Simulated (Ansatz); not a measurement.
An Ansatz (an electronic-structure program) run: AlHO2 with a change (Al → In); PBEsol/PAW in Ansatz, spin-orbit coupling left out.

Input:

Ansatz 0.2 input:
```yaml
crystal:
  lattice:
    - [3.2918209341, 0, 0]
    - [0, 4.5634645161, 0]
    - [0, 0, 5.2939305575]
  atoms:
    - { symbol: In, position: [0.5, 0.2678251686, 0.4954202066] }
    - { symbol: In, position: [0, 0.7321748314, 0.9954202066] }
    - { symbol: H, position: [0.5, 0.2094774712, 0.9791762005] }
    - { symbol: H, position: [0, 0.7905225288, 0.4791762005] }
    - { symbol: O, position: [0, 0.5264974505, 0.6301812641] }
    - { symbol: O, position: [0.5, 0.4735025495, 0.1301812641] }
    - { symbol: O, position: [0, 0.9795865835, 0.3606323288] }
    - { symbol: O, position: [0.5, 0.0204134165, 0.8606323288] }
basis: { ecutwfc: 420, ecutrho_ratio: 4, xc_grid: 2, fft_grid_basis: typed }
kpoints: { mp_grid: { grid: [10, 7, 6] } }
hamiltonian:
  xc: pbesol
  dispersion: none
  pseudopotentials: { kind: paw }
scf: { occupations: { method: fermi_dirac, width: 0.05 }, convergence: { dr2_threshold: 0.0000000008 } }
output: { forces: true, stress: true }
checkpoint: { write: state.ck, write_every: 1000 }
```

Output:

```
WARN ansatz: RAYON_NUM_THREADS=2 ignored (pool sized by the plan → 2); use --threads N
Pseudopotentials: kind: paw
Pseudopotential: In, paw, valence charge 13
Pseudopotential: H, paw, valence charge 1
Pseudopotential: O, paw, valence charge 6
Functional definition: PBEsol
Crystal: 8 atoms, lattice volume = 79.526 Å³
Basis set: ecut = 420 eV, 1557 PW (Γ), exchange–correlation on 48×64×72 points (8 copies of the dense FFT grid, shifted against one another)
Bands: 34, of which v1, the nominal top of the filled ones, is band 26 counted from 1 (25 counted from 0)
Symmetry: 4 space group operations
Space group: Pmn21 (ITA 31), of the structure as read, at distance tolerance 4.3e-5 Å
k-points: 96 of 420 (time reversal used)
PAW frozen core: In, regenerated for the run's functional, and the local potential with it
PAW frozen core: O, regenerated for the run's functional, and the local potential with it
Initial density: superposition of atomic densities (neutral atoms: chi_scale 0, normalization atom), corrected by the library's trained network
Initial wavefunctions: pseudopotential atomic-orbital guess
Eigensolver: davidson
Functional: x = pbesol(κ = 0.804, μ = 0.12345679012345678), c = pbesol(β = 0.046)
SCF iter   1: F=—  HF=-13327.018737 eV  |F-HF|=—  |Δ(HF+E_count)|=         —  Δρ=1.48e-2  dr2=1.40e-1  ethr=1.77e-3  ⟨swp⟩=6.1  Hψ=13761  notcnv=0  defer=7
all-band conjugate gradients solve this SCF's bands
preconditioner: auto → Resta (q_TF=auto, 2.542 Å⁻¹)
SCF iter   2: F=—  HF=-13326.979664 eV  |F-HF|=—  |Δ(HF+E_count)|=   3.91e-2  Δρ=2.90e-3  dr2=3.71e-3  ethr=2.69e-4  ⟨swp⟩=2.2  Hψ=5506  notcnv=0  defer=340
SCF iter   3: F=—  HF=-13326.979094 eV  |F-HF|=—  |Δ(HF+E_count)|=   5.70e-4  Δρ=1.28e-3  dr2=1.00e-3  ethr=7.14e-6  ⟨swp⟩=2.6  Hψ=5512  notcnv=0  defer=340
SCF iter   4: F=—  HF=-13326.979082 eV  |F-HF|=—  |Δ(HF+E_count)|=   1.23e-5  Δρ=5.02e-4  dr2=1.65e-4  ethr=1.93e-6  ⟨swp⟩=2.9  Hψ=5449  notcnv=0  defer=340
SCF iter   5: F=—  HF=-13326.979077 eV  |F-HF|=—  |Δ(HF+E_count)|=   4.55e-6  Δρ=1.85e-4  dr2=2.27e-5  ethr=3.16e-7  ⟨swp⟩=2.1  Hψ=4025  notcnv=0  defer=340
SCF iter   6: F=—  HF=-13326.979036 eV  |F-HF|=—  |Δ(HF+E_count)|=   4.10e-5  Δρ=4.92e-5  dr2=2.00e-6  ethr=4.37e-8  ⟨swp⟩=2.0  Hψ=4060  notcnv=0  defer=340
SCF iter   7: F=—  HF=-13326.979039 eV  |F-HF|=—  |Δ(HF+E_count)|=   2.66e-6  Δρ=7.12e-6  dr2=4.56e-8  ethr=3.85e-9  ⟨swp⟩=2.0  Hψ=4788  notcnv=0  defer=340
SCF iter   8: F=—  HF=-13326.979039 eV  |F-HF|=—  |Δ(HF+E_count)|=   5.57e-8  Δρ=1.78e-6  dr2=2.80e-9  ethr=8.77e-11  ⟨swp⟩=2.4  Hψ=5434  notcnv=0  defer=340
SCF iter   9: F=-13326.979039 eV  HF=-13326.979039 eV  |F-HF|=4.91e-11  |Δ(HF+E_count)|=   3.11e-9  Δρ=3.62e-7  dr2=1.12e-10  ethr=1.54e-12  ⟨swp⟩=5.0  Hψ=11707  notcnv=0
SCF 1 converged in 9 iterations: F = -13326.979039 eV  dr2 = 1.12e-10
SCF converged after 9 iterations
Free energy (F): -13326.979039 eV
Harris-Foulkes:  -13326.979039 eV  (|F-HF|=4.91e-11)
Internal energy: -13326.979039 eV  (E = F + TS)
E sigma→0 (E₀):  -13326.979039 eV
Fermi energy:    8.340410 eV
--- Per-component energies (eV) ---
  E_band       = -52.715266
  E_kinetic    = 1217.730541
  E_local      = -3411.868877  (includes V_loc(G=0)·N_el)
  E_nonlocal   = 941.847446
  E_hartree    = 1280.499184
  E_xc         = -732.407030
  E_vxc        = -592.889988  (∫ρ·V_xc dr)
  E_paw        = -8791.183723  (= ΣΔE_a)
  E_vpaw       = -768.540298  (= ΣTr[D̂ρ^β])
  E_aug_tail   = 0.007658  (compensation charges beyond the density's cutoff)
  E_ewald      = -3832.217194
  E_core_change = 0.612957  (= ΣΔE_core)
  E_smearing   = -0.000000  (= −TS)
  E_closure    = 0.000000  (closes the sum)
  Σ components = -13326.979039   (vs F -13326.979039, Δ=0.00e0)
  [band-id]    e_kinetic+e_local+e_nonlocal+2·e_hartree+e_vxc+e_vpaw+e_augmentation_tail = -52.715151   (vs E_band -52.715266, Δ=1.15e-4)
--- Forces (eV/Å), atoms counted from 1 ---
  atom   1  In     0.00000000     0.00015111     0.00013675
  atom   2  In     0.00000000    -0.00015111     0.00013675
  atom   3  H      0.00000000     0.00004433     0.00014144
  atom   4  H      0.00000000    -0.00004433     0.00014144
  atom   5  O      0.00000000     0.00004667    -0.00000722
  atom   6  O      0.00000000    -0.00004667    -0.00000722
  atom   7  O      0.00000000     0.00032635    -0.00027156
  atom   8  O      0.00000000    -0.00032635    -0.00027156
  max |Σ_I F_I| component: 1.17e-6 eV/Å
--- Stress (GPa, compression-positive) ---
        0.000791       0.000000       0.000000
        0.000000      -0.002952       0.000000
        0.000000       0.000000       0.002503
  P = ⅓ Tr σ = 0.0001 GPa (0.001 kbar)
  The stress holds the Pulay correction. Without it, at fixed plane waves, as pw.x and ABINIT print it: P = -0.8269 GPa
  The stress includes an estimate of the error left by incomplete SCF convergence (largest component -0.0001 GPa).
--- Band table ---
  band table: none
```

Stability against distortions was not tested. The cell was made from AlHO2 by this change: Al → In; the result is a model cell.
